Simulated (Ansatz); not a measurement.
The parent structure is TiAl (space group P4/mmm, No. 123; a = 2.796 Å, c = 4.038 Å; relaxed with 0.1 eV smearing). Axes: x, y, z lie along a, b, c of the conventional cell.

Calculations: PBEsol (Ansatz, a quantum-chemistry and plane-wave program), no SOC.

One thing is altered: a pure shear with ε_xz = ε_zx = 0.0143; the atoms relax in the strained cell.

Q: Predict the stress tensor and what it implies for the stiffness.

A: Stress of the strained cell less that of the base (GPa, compression positive):
```
    0.1     0.0    -3.4
    0.0     0.1     0.0
   -3.4     0.0     0.2
```

Then −Δσ/γ with γ = 2ε = 0.0286 gives secant stiffness values (nonlinear terms included at this strain): C55 ≈ 119 GPa.

As a check, the harmonic strain energy −½ V₀ Δσ:ε is 4.8 meV/atom; the computed energy rise is 4.8 meV/atom.

Stability against distortions was not tested. The final runs are not spin-polarised.
